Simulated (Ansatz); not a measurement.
# Response to strain in hypothetical R3c LaNbN3

Take LaNbN₃ (space group R3c, No. 161; a = 5.802 Å, c = 14.066 Å (hexagonal axes); a hypothetical phase, not in the database extracts checked) as the base. Axes: x lies along a and z along c of the hexagonal cell.

Strains are applied to the cell and any free atomic positions relax; under stress the whole cell relaxes.

Levels (all Ansatz, a quantum-chemistry and plane-wave program, PAW): PBE (420 eV, no spin-orbit coupling); PBEsol (420 eV, without spin-orbit coupling).

The base cell above is that of PBE; each level relaxes its own structures.

| case | shortest interatomic distance, PBE | shortest interatomic distance, PBEsol |
|---|---|---|
| uniaxial strain ε_yy = −1.26 % | 1.996 Å | 2.006 Å |
| uniaxial strain ε_yy = +0.97 % | 1.989 Å | … |
| uniaxial stress, 1 GPa compression along z | 2.011 Å | … |

**Question.** Complete the table.

**Answer.** 
- uniaxial strain ε_yy = +0.97 %, shortest interatomic distance, PBEsol: 1.984 Å
- uniaxial stress, 1 GPa compression along z, shortest interatomic distance, PBEsol: 2.013 Å

The two levels differ by at most about 0.010 Å. They put the cases in the same order.

Stability under load was not tested beyond the relaxation. The final runs are not spin-polarised.
